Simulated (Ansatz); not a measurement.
Base system: Ca in the fcc (Cu type) structure (space group Fm-3m, No. 225; a = 5.5686 Å; relaxed with 0.1 eV smearing). Axes: x, y, z lie along the cube axes.

The values are results of r2SCAN, PAW, 500 eV (Ansatz, a first-principles code; no spin-orbit coupling), earlier PAW set, not measurements.

Base values:

| Quantity | Result |
|---|---|
| Volume per atom | 43.17 Å³ |

One thing is altered: uniaxial stress, 5 GPa tension along z; all other stress components relax to zero.

Question: Estimate the effect on the energy relative to the base.

Answer: The energy grows by 170 meV/atom.

Question: Predict the new volume per atom.

Answer: The volume per atom goes up by 5.94 Å³, from 43.17 Å³ to 49.11 Å³.

Load acts through the strain it causes; cell and atoms are relaxed under it. Stability under load was not tested beyond the relaxation. Under uniaxial stress, 5 GPa tension along z the cell changed shape so far that it is another structure.
